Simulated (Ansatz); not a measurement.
We consider C (model structure, I4₁32, No. 214, 4 atoms in the cell), described by LDA in Ansatz (PAW).

Numerical settings: plane-wave cutoff 520 eV, 20×20×20 k mesh, Fermi–Dirac smearing 0.05 eV, scalar-relativistic PAW data made under PBE.

Cell (relaxed at this level):

```
CELL_PARAMETERS angstrom
     -2.03936     2.03936     2.03936
      2.03936    -2.03936     2.03936
      2.03936     2.03936    -2.03936
ATOMIC_POSITIONS crystal
  C  0.00000 0.25000 0.50000
  C  0.25000 0.50000 0.00000
  C  0.50000 0.00000 0.25000
  C  0.25000 0.25000 0.25000
```

Q: Predict the bulk modulus B0.

A: 
bulk modulus B0: 274 GPa

The run finds no gap.

Note: the bulk modulus is −V dP/dV from two relaxed cells at ±2 % in volume; the relaxation could raise the start's symmetry but not lower it, so the cell can be a saddle point.

Static lattice: no zero-point or thermal effects.

It cost around 2.3 core-minutes (rough) of CPU time.

A model structure was made by putting elements into a prototype or built by hand; it is no filed structure, need not be a known phase, and can be a saddle point held by its symmetry.

Ansatz is a first-principles code.
